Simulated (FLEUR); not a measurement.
# Tetragonal strain at fixed volume: rock-salt MgS (space group 225) (FLEUR, LDA)

```xyz
2
Lattice="0.0000 2.5008 2.6981 2.5008 0.0000 2.6981 2.5008 2.5008 0.0000" Properties=species:S:1:pos:R:3 pbc="T T T"
Mg     0.0000     0.0000     0.0000
S      2.5008     2.5008     2.6981
```

Level of theory: LDA (Vosko-Wilk-Nusair), all-electron FLAPW (FLEUR), scalar-relativistic valence (FLEUR). Settings: Kmax = 4.33 1/bohr; GmaxXC = 17.3 1/bohr; xcFunctional = vwn; jspins = 1; l_soc = F; mode = hist; fermiSmearingEnergy = 0.00036749 Htr; mesh (inpgen div1-3) = 12 12 12; inpgen gamma flag = true; Gmax = 17.3 1/bohr; numbands = 0; maxIterBroyd = 15; imix = Anderson; alpha = 0.05; precondParam = 0; minDistance = 1e-05 me/bohr^3. The cell above is the first row's. The rows deform the cubic crystal at fixed volume: two cube axes by 1 + δ, the third by (1 + δ)⁻². E is the free energy at the stated smearing above the cubic cell, and y = E/δ². In all rows fractional positions and the k mesh are held.

```
δ (%)  y (meV/atom per %²)
-----  -------------------
-2.5                     ?
-2.0                 3.725
-1.5                 3.751
-1.0                 3.779
1.0                  3.925
1.5                  3.971
2.0                  4.019
2.5                  4.071
```

Fit y of the 7 rows that show it with a straight line. Means: δ 0.35714, y 3.8916. About the means, the sum of products is 1.5126 and the sum of squares of δ is 19.857; the slope is their ratio. Least squares gives y = 3.8644 + 0.07617·δ. Residuals (row less fit): 0.0129, 0.0009, -0.0092, -0.0156, -0.0077, 0.0023, 0.0162; standard error 0.0128 (degrees of freedom: 5). To second order E = 3(C11 - C12)·V·δ², so the intercept gives, with V = 16.874 Å^3/atom and δ in per cent, C11 - C12 = 3.8644 × 10⁴ × 0.160218 / (3 × 16.874) = 122 GPa. The slope measures the third-order term; a fourth-order term enters the intercept as a small bias.

**Question.** Predict the withheld y at δ = -2.5 from the fit, and compare with the calculation.

**Answer.** y = 3.8644 + 0.07617 × (-2.5) = 3.6740 meV/atom per %². The calculation gives 3.703 meV/atom per %², 0.0290 meV/atom per %² above the prediction (7.9 % of the range of y in the table). The row lies outside the fitted rows, so this is an extrapolation. From the scatter of the fitted rows alone, a prediction at this place has a standard error of 0.0160 meV/atom per %², so the miss is 1.8 times that.

Carrying the step between the two nearest rows on in a straight line would have given 3.699, off by 0.004; series whose last step already gives the withheld value aren't shown. The reference cell has the volume at which an earlier scan in this program and functional put its minimum by a fit (its basis settings may differ). The runs keep the symmetry of the cell, so they don't test it for distortions. Values depend on the basis (sphere radii, cutoffs, local orbitals), which need not be converged. Cutoffs and mesh are single choices, not tested for convergence of this quantity. Series with a scatter that would blur these digits, or in which a gap closes, are not shown. Strain series were run only where this level's volume lies within 10 % of a first guess from the measured size.
